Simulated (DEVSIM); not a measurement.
System: abrupt InP p-n junction, at 300 K.

Layer 1 from the left is InP, thickness (μm) 33.0, Na (cm⁻³) 2.1e15, τn (s) 1.3e-9, τp (s) 1.3e-9. Layer 2 from the left is InP, thickness (μm) 63.0, Nd (cm⁻³) 4.4e16, τn (s) 1.3e-9, τp (s) 1.3e-9.

Left contact: ohmic. Right contact: ohmic. Voltage is applied to the left contact. Recombination: SRH at mid-gap, radiative. Mobility is μmin + (μ − μmin)/(1 + (N/Nref)^α).

This is a model device: material constants are rounded textbook-type values typed into the input, and sizes, dopings and lifetimes were drawn at random. Values at 300 K.

InP: gap (eV) 1.344, affinity (eV) 4.38, permittivity 12.5, Nc (cm⁻³) 5.7e17, Nv (cm⁻³) 1.1e19, μn (cm²/Vs) 5200, μp (cm²/Vs) 170, μn,min 400, μp,min 10, Nref,n 3e17, Nref,p 4.9e17, αn 0.47, αp 0.62, B (cm³/s) 1.2e-10.

Problem. Estimate by hand the built-in potential, the peak field at zero bias, the capacitance at -0.6 V, and compare with a numerical solution.

Solution. 
- Built-in potential: ni = √(Nc Nv) exp(−Eg/2kT) = 1.29e7 cm⁻³ with Eg = 1.344 eV; Vbi = kT/q ln(Na Nd/ni²) = 1.056 V; numerical 1.056 V.
- Peak field at zero bias: depletion approximation: W = √(2εVbi/(qN)) = 0.853 μm with N = 2.00e15 cm⁻³; field = 2Vbi/W = 24800 V/cm; numerical 24600 V/cm (estimate above by 0.76 %).
- Capacitance at -0.6 V: C = √(qεN / 2(Vbi + |V|)) = 10.4 nF/cm²; numerical 10.5 nF/cm² (estimate below by 1.6 %).

Model (solved in DEVSIM): 1D drift-diffusion, Boltzmann statistics, complete ionisation; no tunnelling, impact ionisation, image-force lowering or self-heating.
